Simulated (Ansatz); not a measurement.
# A computed series for AlN: response to strain

The parent structure is AlN in the zinc blende structure (space group F-43m, No. 216).

```xyz
2
Lattice="0.0000 2.1711 2.1711 2.1711 0.0000 2.1711 2.1711 2.1711 0.0000" Properties=species:S:1:pos:R:3 pbc="T T T"
Al     0.0000     0.0000     0.0000
N      1.0856     1.0856     1.0856
```

Strains are applied to the cell and any free atomic positions relax.

Level of theory: plane-wave PAW DFT at the LDA level (Ansatz, an electronic-structure program, 420 eV), no spin-orbit coupling.

| variant | pressure | band gap | smallest direct gap |
|---|---|---|---|
| base | 0.0 kbar | 3.25 eV | 4.39 eV |
| isotropic strain −2.50 % | 184.8 kbar | 3.28 eV | 5.09 eV |
| isotropic strain −2.00 % | 143.2 kbar | 3.28 eV | 4.94 eV |
| isotropic strain −1.50 % | 104.0 kbar | 3.27 eV | 4.80 eV |
| isotropic strain −1.00 % | 67.2 kbar | 3.26 eV | … |
| isotropic strain +0.50 % | -30.5 kbar | 3.25 eV | 4.25 eV |
| isotropic strain +1.00 % | -59.2 kbar | 3.24 eV | 4.12 eV |
| isotropic strain +1.50 % | -86.0 kbar | 3.23 eV | … |
| isotropic strain +2.50 % | -134.8 kbar | 3.21 eV | 3.74 eV |
| isotropic strain +3.00 % | … | 3.20 eV | 3.61 eV |

Problem. Complete the table.

Solution. 
- isotropic strain −1.00 %, smallest direct gap: 4.66 eV
- isotropic strain +1.50 %, smallest direct gap: 3.99 eV
- isotropic strain +3.00 %, pressure: -156.8 kbar

Whether these cells are dynamically stable was not tested. This is not the structure that AlN has at room temperature and ambient pressure.
